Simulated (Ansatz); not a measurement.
**Effective masses and thermopower of monolayer PtSe$_{2}$**

Consider the following.

```xyz
3
Lattice="3.7480 0.0000 0.0000 -1.8740 3.2458 0.0000 0.0000 0.0000 18.9820" Properties=species:S:1:pos:R:3 pbc="T T T"
Pt     0.0000     0.0000     9.4910
Se     0.0000     2.1639    10.7991
Se     1.8740     1.0819     8.1829
```

Method: PBE, rigid bands (plane waves, PAW, scalar-relativistic; Ansatz, a quantum-chemistry and plane-wave program). Geometry: cell and atoms relaxed with PBE.

```yaml
band_gap: 1.38 eV
electron conductivity mass (300 K, dilute): 0.33 mₑ
effective density of states N_c (300 K): 2.3e13 cm⁻²
Seebeck coefficient, n-type 1.9e12 cm⁻², 300 K: -380 μV/K
```

Rigid bands; masses and Seebeck coefficients take one relaxation time τ for all states and one kind of carrier; polarons and phonon drag are left out. Spin-orbit coupling is left out; with 5d elements it also splits d-like band edges.

Model free-standing layer, not matched to a measured one here: monolayer PtSe2.
